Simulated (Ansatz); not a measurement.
Input and output of a self-consistent single point for a (001) slab of PbO (cut from a parent of space group no. 129; 8 atoms in the cell) (Ansatz, a program for electronic structure).

Computed with PBE, PAW files (plane waves; Ansatz).

```xyz
8
Lattice="3.9919 0.0000 0.0000 0.0000 3.9919 0.0000 0.0000 0.0000 21.4015" Properties=species:S:1:pos:R:3 pbc="T T T"
Pb     1.9960     0.0000     7.0000
Pb     0.0000     1.9960     9.3665
O      1.9960     1.9960     8.1832
O      0.0000     0.0000     8.1832
Pb     1.9960     0.0000    12.0350
Pb     0.0000     1.9960    14.4015
O      1.9960     1.9960    13.2183
O      0.0000     0.0000    13.2183
```

Reference input (self-consistent single point, DFT, PBE, plane waves, PAW files): basis.ecutwfc = 420 eV; kpoints.mp_grid.grid = 6 6 1; hamiltonian.xc = pbe; hamiltonian.pseudopotentials = {kind: paw} (the program's default PAW files); scf.occupations.method = fermi_dirac; scf.occupations.width = 0.02 eV. This run's input differs from it in these lines:

Ansatz 0.2 input:
```diff
@@ -19,3 +19,3 @@
   mp_grid:
-    grid: [6, 6, 1]
+    grid: [7, 7, 1]
 hamiltonian:
```

Output (repeated stretches shortened):

```
SCF iter   1: F=—  HF=-49913.592460 eV  |F-HF|=—  |Δ(HF+E_count)|=         —  Δρ=9.65e-2  dr2=4.03e1  ethr=3.10e-3  ⟨swp⟩=7.2  Hψ=2194  notcnv=0
all-band conjugate gradients solve this SCF's bands
preconditioner: auto → Resta (q_TF=auto, 2.143 Å⁻¹)
SCF iter   2: F=—  HF=-49906.192550 eV  |F-HF|=—  |Δ(HF+E_count)|=    7.40e0  Δρ=7.14e-2  dr2=1.28e1  ethr=3.10e-3  ⟨swp⟩=4.9  Hψ=1258  notcnv=0  defer=32
   [... lines left out ...]
SCF iter   8: F=—  HF=-49903.812399 eV  |F-HF|=—  |Δ(HF+E_count)|=   6.43e-4  Δρ=1.73e-4  dr2=1.94e-4  ethr=4.55e-6  ⟨swp⟩=1.9  Hψ=585  notcnv=0  defer=33
SCF iter   9: F=—  HF=-49903.812358 eV  |F-HF|=—  |Δ(HF+E_count)|=   4.11e-5  Δρ=2.84e-5  dr2=5.35e-6  ethr=2.42e-7  ⟨swp⟩=2.0  Hψ=674  notcnv=0  defer=33
SCF iter  10: F=—  HF=-49903.812573 eV  |F-HF|=—  |Δ(HF+E_count)|=   2.15e-4  Δρ=3.06e-6  dr2=3.37e-8  ethr=1.25e-10  ⟨swp⟩=14.6  Hψ=3361  notcnv=0
SCF iter  11: F=-49903.812573 eV  HF=-49903.812573 eV  |F-HF|=7.57e-10  |Δ(HF+E_count)|=   5.67e-9  Δρ=6.26e-7  dr2=1.55e-9  ethr=4.21e-11  ⟨swp⟩=2.6  Hψ=1795  notcnv=0
SCF 1 converged in 11 iterations: F = -49903.812573 eV  dr2 = 1.55e-9
Free energy (F): -49903.812573 eV
Internal energy: -49903.812573 eV  (E = F + TS)
E sigma→0 (E₀):  -49903.812573 eV
Fermi energy:    2.776989 eV
--- Forces (eV/Å), atoms counted from 1 ---
  atom   1  Pb     0.00000000     0.00000000    -0.50463471
  atom   2  Pb     0.00000000     0.00000000     0.34083550
  atom   3  O      0.00000000     0.00000000    -0.01184904
  atom   4  O      0.00000000     0.00000000    -0.01184904
  atom   5  Pb     0.00000000     0.00000000    -0.34083550
  atom   6  Pb     0.00000000     0.00000000     0.50463471
  atom   7  O      0.00000000     0.00000000     0.01184904
  atom   8  O      0.00000000     0.00000000     0.01184904
--- Stress (GPa, compression-positive) ---
        1.735967       0.000000       0.000000
        0.000000       1.735967       0.000000
        0.000000       0.000000       1.382944
  P = ⅓ Tr σ = 1.6183 GPa (16.183 kbar)
  The stress holds the Pulay correction. Without it, at fixed plane waves, as pw.x and ABINIT print it: P = 1.5281 GPa
```

The run converged in 11 iterations. Against the reference run the free energy is nearly the same (within 1 meV/atom), the largest force stays at 0.505 eV/Å and the gap on the mesh goes from 2.037 to 2.209 eV.

The starting cell has typed, rounded lattice constants, without a prior relaxation at this level. The slab is cut from that crystal, and its faces are unrelaxed. Its lattice was rescaled by up to half a per cent. Spin-orbit coupling is off. Spin polarisation is off, though cut faces can carry moments; a gap of a slab can lie between surface states. Another mesh or the band path of this cell gives a smaller gap, so this value is not converged in the mesh.
